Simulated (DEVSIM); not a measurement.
**Si p+/n-/n+ power diode**

System: Si p+/n-/n+ power diode, at 350 K.

```tsv
layer (left to right)	material	thickness (μm)	Nd (cm⁻³)	Na (cm⁻³)	τn (s)	τp (s)
1	Si	4.30	-	1.3e17	2.5e-5	2.5e-5
2	Si	12.0	1.7e15	-	2.5e-5	2.5e-5
3	Si	9.70	3.7e18	-	2.5e-5	2.5e-5
```

Left contact: ohmic. Right contact: ohmic. Voltage is applied to the left contact. Recombination: SRH at mid-gap, radiative, Auger. Mobility is constant in doping.

The device is made up for the run: typed textbook-type constants, with dimensions and the other settings drawn at random. Values at 300 K; Nc and Nv go as T^1.5, mobilities as T to minus their exponent, the gap by Varshni's rule with the affinity fixed.

```
parameter               Si
----------------  --------
gap (eV)             1.124
affinity (eV)         4.05
permittivity          11.7
Nc (cm⁻³)          2.86e19
Nv (cm⁻³)           3.1e19
μn (cm²/Vs)           1417
μp (cm²/Vs)            470
T exponent of μn       2.3
T exponent of μp       2.2
B (cm³/s)          4.7e-15
Cn (cm⁶/s)         2.8e-31
Cp (cm⁶/s)         9.9e-32
Varshni α (eV/K)  0.000473
Varshni β (K)          636
```

Simulated with DEVSIM: 1D drift-diffusion, Boltzmann statistics, complete ionisation; no tunnelling, impact ionisation, image-force lowering or self-heating.

Potential step across the device at zero bias: 0.870 V
Dark forward voltage at 1 A/cm²: 0.551 V
Dark forward voltage at 100 A/cm²: 0.708 V

Dark reverse current:

| V (V) | J (A/cm²) |
|---|---|
| -1.00 | -8.4e-8 |
| -2.50 | -1.4e-7 |
| -5.00 | -2.1e-7 |
| -7.50 | -2.6e-7 |
| -10.00 | -3.0e-7 |
| -15.00 | -3.8e-7 |
| -20.00 | -4.4e-7 |
| -25.00 | -5.0e-7 |
| -32.50 | -5.7e-7 |
| -40.00 | -6.3e-7 |
| -50.00 | -7.1e-7 |

Small-signal capacitance in reverse bias (quasi-static):

```tsv
V (V)	C (nF/cm²)
-1	9.44
-2.5	6.73
-5	5.00
-7.5	4.15
-10	3.63
-15	2.99
-20	2.60
-25	2.33
-32.5	2.05
-40	1.85
-50	1.66
```
